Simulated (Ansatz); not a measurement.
We consider stishovite (SiO2), described by HSE06 (Ansatz, a first-principles code, PAW).

Numerical settings: plane-wave cutoff 520 eV, 6×6×8 k mesh (along the axes of the cell as run), scalar-relativistic PAW data made under PBE.

Cell (relaxed at this level):

```
O2Si
1.0
    4.18034     0.00000     0.00000
    0.00000     4.18034     0.00000
    0.00000     0.00000     2.66166
Si O
2 4
Direct
  0.00000   0.00000   0.00000
  0.50000   0.50000   0.50000
  0.30628   0.30628   0.00000
  0.80628   0.19372   0.50000
  0.19372   0.80628   0.50000
  0.69372   0.69372   0.00000
```

**Question.** What does this level give for the elastic constant C11, Voigt–Reuss–Hill bulk modulus, elastic constant C33, elastic constant C12, elastic constant C13, elastic constant C44 and elastic constant C66?

**Answer.** 
* **elastic constant C11**: 455 GPa
* **Voigt–Reuss–Hill bulk modulus**: 313 GPa
* **elastic constant C33**: 780 GPa
* **elastic constant C12**: 201 GPa
* **elastic constant C13**: 200 GPa
* **elastic constant C44**: 257 GPa
* **elastic constant C66**: 323 GPa

Measured, for comparison: elastic constant C11 462 GPa, elastic constant C33 769 GPa, elastic constant C12 201 GPa, elastic constant C13 190 GPa, elastic constant C44 258 GPa (temperature not stated, not corrected to a static lattice; as tabulated in Lakshtanov, Sinogeikin, Hellwig, Katsura, Bass et al., AGU Fall Meeting 2007 …); elastic constant C66 299 GPa (temperature not stated, not corrected to a static lattice, our sources range from 299 to 321; as tabulated in Lakshtanov, Sinogeikin, Hellwig, Katsura, Bass et al., AGU Fall Meeting 2007 …). Computed (rounded) less measured: elastic constant C11 -2 %, elastic constant C33 +1 %, elastic constant C12 0.0 %, elastic constant C13 +5 %, elastic constant C44 -0.4 %, elastic constant C66 +8 % (+0.6 % to +8 % over the range). A static lattice is as a rule a little smaller and stiffer than an uncorrected measurement, which narrows the difference in the elastic constant C33, elastic constant C13, elastic constant C66 and would widen misses of the other sign.

Elastic constants are with the ions relaxed.

Computed values are for the static lattice.
